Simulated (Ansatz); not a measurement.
Results of r²SCAN (Ansatz, a quantum-chemistry and plane-wave program, plane waves, PAW) for CsCl-type CoGa.

Numerical settings: plane-wave cutoff 600 eV, 16×16×16 k mesh, Fermi–Dirac smearing 0.1 eV, finite displacements, no spin polarisation, scalar-relativistic PAW data made under PBE.

Cell (relaxed at this level):

```cif
data_CoGa
_chemical_formula_sum 'Ga1 Co1'
_space_group_name_H-M_alt 'Pm-3m'
_space_group_IT_number 221
_space_group_name_Hall '-P 4 2 3'
_cell_length_a 2.84415
_cell_length_b 2.84415
_cell_length_c 2.84415
_cell_angle_alpha 90.000
_cell_angle_beta 90.000
_cell_angle_gamma 90.000
loop_
_atom_site_label
_atom_site_type_symbol
_atom_site_symmetry_multiplicity
_atom_site_Wyckoff_symbol
_atom_site_fract_x
_atom_site_fract_y
_atom_site_fract_z
_atom_site_occupancy
Ga1 Ga 1 b 0.50000 0.50000 0.50000 1
Co1 Co 1 a 0.00000 0.00000 0.00000 1
```

Task: Give the computed TO(Γ) frequency.

Result: 
- TO(Γ) frequency = 245 cm⁻¹

Computing time: very roughly 25 core-minutes.
